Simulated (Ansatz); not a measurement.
## TiC: response to strain

Take TiC in the rock salt structure (space group Fm-3m, No. 225; relaxed with 0.1 eV smearing) as the base.

```xyz
2
Lattice="0.0000 2.1639 2.1639 2.1639 0.0000 2.1639 2.1639 2.1639 0.0000" Properties=species:S:1:pos:R:3 pbc="T T T"
Ti     0.0000     0.0000     0.0000
C      2.1639     2.1639     2.1639
```

Cartesian axes are those of the cell as printed.

Strains are applied to the cell and any free atomic positions relax.

Level of theory: r2SCAN (Ansatz, an electronic-structure program), no spin-orbit coupling.

Notes on the quantities. pressure: mean of the normal stresses, compression positive; energy relative to the base: free energy F.

```tsv
variant	pressure	energy relative to the base	volume per atom
base	0.0 GPa	0 meV/atom	10.13 Å³
uniaxial strain ε_zz = −3.00 %	9.0 GPa	+17 meV/atom	9.83 Å³
uniaxial strain ε_zz = −2.50 %	7.3 GPa	+11 meV/atom	9.88 Å³
uniaxial strain ε_zz = −2.00 %	[?]	[?]	9.93 Å³
uniaxial strain ε_zz = −1.50 %	4.2 GPa	+4.0 meV/atom	9.98 Å³
uniaxial strain ε_zz = −1.00 %	2.7 GPa	+1.7 meV/atom	10.03 Å³
uniaxial strain ε_zz = −0.50 %	1.3 GPa	+0.4 meV/atom	10.08 Å³
```

Problem. Complete the table.

Solution. 
- uniaxial strain ε_zz = −2.00 %, pressure: 5.7 GPa
- uniaxial strain ε_zz = −2.00 %, energy relative to the base: +7.2 meV/atom

No phonon test of stability was made. All final runs are without spin polarisation.
